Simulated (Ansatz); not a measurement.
Input:

End structure of the (001) surface of monoclinic HfO2 in its 1x1 cell (cut with top plane Hf, bottom plane Hf), outermost plane spacing 0.30 Å in the ideal cut (in the relaxation O ended outermost):

```yaml
crystal:
  lattice:
    - [5.16152, 0.00000, 0.00000]
    - [0.00000, 5.21201, 0.00000]
    - [0.00000, 0.00000, 39.50000]
  atoms:
    - { symbol: Hf, position: [0.67189, 0.52120, 0.21512] }
    - { symbol: O, position: [0.02145, 0.39225, 0.20894] }
    - { symbol: O, position: [0.39034, 0.75796, 0.23279] }
    - { symbol: O, position: [0.49115, 0.24781, 0.23741] }
    - { symbol: O, position: [0.83591, 0.67720, 0.25545] }
    - { symbol: Hf, position: [0.16592, 0.45560, 0.25913] }
    - { symbol: Hf, position: [0.58063, 0.95881, 0.27324] }
    - { symbol: O, position: [0.92757, 0.16849, 0.27842] }
    - { symbol: O, position: [0.27789, 0.73472, 0.29755] }
    - { symbol: O, position: [0.37795, 0.25263, 0.30262] }
    - { symbol: O, position: [0.73150, 0.83027, 0.32067] }
    - { symbol: Hf, position: [0.06451, 0.04262, 0.32724] }
    - { symbol: Hf, position: [0.49780, 0.54148, 0.33903] }
    - { symbol: O, position: [0.83366, 0.32995, 0.34599] }
    - { symbol: O, position: [0.19126, 0.75905, 0.36374] }
    - { symbol: O, position: [0.28616, 0.24348, 0.36940] }
    - { symbol: O, position: [0.64391, 0.66928, 0.38702] }
    - { symbol: Hf, position: [0.97817, 0.45737, 0.39427] }
    - { symbol: Hf, position: [0.41162, 0.95729, 0.40547] }
    - { symbol: O, position: [0.74606, 0.16992, 0.41283] }
    - { symbol: O, position: [0.10451, 0.74224, 0.43030] }
    - { symbol: O, position: [0.19882, 0.25712, 0.43624] }
    - { symbol: O, position: [0.55741, 0.82976, 0.45362] }
    - { symbol: Hf, position: [0.89122, 0.04263, 0.46103] }
    - { symbol: Hf, position: [0.32517, 0.54274, 0.47221] }
    - { symbol: O, position: [0.65901, 0.32962, 0.47964] }
    - { symbol: O, position: [0.01787, 0.75738, 0.49698] }
    - { symbol: O, position: [0.11194, 0.24262, 0.50302] }
    - { symbol: O, position: [0.47080, 0.67038, 0.52036] }
    - { symbol: Hf, position: [0.80464, 0.45726, 0.52779] }
    - { symbol: Hf, position: [0.23860, 0.95737, 0.53897] }
    - { symbol: O, position: [0.57240, 0.17024, 0.54638] }
    - { symbol: O, position: [0.93099, 0.74288, 0.56376] }
    - { symbol: O, position: [0.02530, 0.25776, 0.56970] }
    - { symbol: O, position: [0.38375, 0.83008, 0.58717] }
    - { symbol: Hf, position: [0.71819, 0.04271, 0.59453] }
    - { symbol: Hf, position: [0.15164, 0.54263, 0.60573] }
    - { symbol: O, position: [0.48591, 0.33072, 0.61298] }
    - { symbol: O, position: [0.84366, 0.75652, 0.63060] }
    - { symbol: O, position: [0.93855, 0.24095, 0.63626] }
    - { symbol: O, position: [0.29615, 0.67005, 0.65401] }
    - { symbol: Hf, position: [0.63201, 0.45852, 0.66097] }
    - { symbol: Hf, position: [0.06530, 0.95738, 0.67276] }
    - { symbol: O, position: [0.39831, 0.16973, 0.67933] }
    - { symbol: O, position: [0.75186, 0.74737, 0.69738] }
    - { symbol: O, position: [0.85192, 0.26528, 0.70245] }
    - { symbol: O, position: [0.20224, 0.83151, 0.72158] }
    - { symbol: Hf, position: [0.54918, 0.04119, 0.72676] }
    - { symbol: Hf, position: [0.96389, 0.54440, 0.74087] }
    - { symbol: O, position: [0.29390, 0.32280, 0.74455] }
    - { symbol: O, position: [0.63866, 0.75219, 0.76259] }
    - { symbol: O, position: [0.73947, 0.24204, 0.76721] }
    - { symbol: O, position: [0.10836, 0.60775, 0.79106] }
    - { symbol: Hf, position: [0.45793, 0.47880, 0.78488] }
```

Set-up: 54 atoms, Hf18O36, 23.3 Å thick at the start; mesh 5x5x1; 0.025 eV smearing; dipole correction on; all atoms relaxed; symmetry of the start imposed; no spin, no spin-orbit, no U.

Problem. Predict the ionisation potential (bulk valence edge below the top vacuum level) from Ansatz (a first-principles code) with PBE.

Solution. 4.59 eV

Problem. Predict the surface energy (mean of both faces) from PBE.

Solution. 2.14 J/m²
